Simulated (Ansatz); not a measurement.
The starting structures come from a database of crystals and need not be the phases stable at ambient conditions.

 Where the default PAW files enter, the runs use the earlier of Ansatz's two default sets.

Inside the gap of an insulator the Bloch states are evanescent, with a wavenumber k + iκ along the transport direction.

```
LiO
1.0
    5.37391     0.00000     0.00000
    0.00000     7.56993     0.00000
    2.68696     0.00000     1.55131
Li O
4 4
Cartesian
  0.00000   0.00000   0.00000
  0.00000   3.78497   0.00000
  3.58261   1.89248   0.00000
  1.79130   5.67745   0.00000
  3.58261   4.90963   0.00000
  1.79130   2.66030   0.00000
  1.79130   1.12466   0.00000
  3.58261   6.44527   0.00000
```

Space group of this cell: P6_3/mmc. The cell is taken as given.

Transport runs along the normal of the first two printed cell vectors, the (110) plane of the conventional cell.

The gap is the functional's own. No spin-orbit coupling. Mid-gap values are interpolated on the energy grid.

Predict the band gap and the smallest decay constant κ at mid-gap from Ansatz (a first-principles code) with r2SCAN.

Gap 2.77 eV on a 20×4×20 mesh; κ = 0.444 1/Å, at (0.167, 0.000) of the in-plane reciprocal vectors. At the zone centre, at the nearest computed energy, the slowest state has κ = 0.46 1/Å.
